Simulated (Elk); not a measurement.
Band structure of HfOs3 (Pm-3m, 4 atoms in the cell).

```yaml
crystal:
  lattice:
    - [3.97356, 0.00000, 0.00000]
    - [0.00000, 3.97356, 0.00000]
    - [0.00000, 0.00000, 3.97356]
  atoms:
    - { symbol: Hf, position: [0.00000, 0.00000, 0.00000] }
    - { symbol: Os, position: [0.50000, 0.50000, 0.00000] }
    - { symbol: Os, position: [0.00000, 0.50000, 0.50000] }
    - { symbol: Os, position: [0.50000, 0.00000, 0.50000] }
```

Method of the run: PBEsol, all-electron FP-LAPW, Elk's shipped species files, APW+lo basis with extra local orbitals in Elk.

Settings: xctype = 22; rgkmax = 7.5; stype = 1; swidth = 0.00999582 Ha; ngridk = 5 5 5; gmaxvr = 16 1/bohr; nxlo = 2; lorbcnd = true; rmtscf = 0.89; lmaxi = 2; nempty = 1.25 per atom.

The starting cell comes from a database of computed structures (which also holds hypothetical and non-ambient phases and stackings), without a prior relaxation at this level. Spin-orbit coupling is off. Spin polarisation is off. Values depend on the basis (sphere radii, cutoffs, local orbitals), which need not be converged.

Levels in eV from the Fermi level, bands 55 to 62:
```
point     55     56     57     58     59    60    61    62
-----  -----  -----  -----  -----  -----  ----  ----  ----
Γ       0.93   0.93   2.50   3.07   3.07  3.07  3.11  3.11
X      -1.43  -1.08  -0.33  -0.16  -0.16  1.34  2.38  2.38
M      -2.49  -1.28  -0.85  -0.81  -0.81  0.26  0.31  3.28
R      -0.89  -0.89  -0.02   0.98   0.98  0.98  2.52  2.52
```

Bands cross the Fermi level along this path, so the cell is metallic at this level.
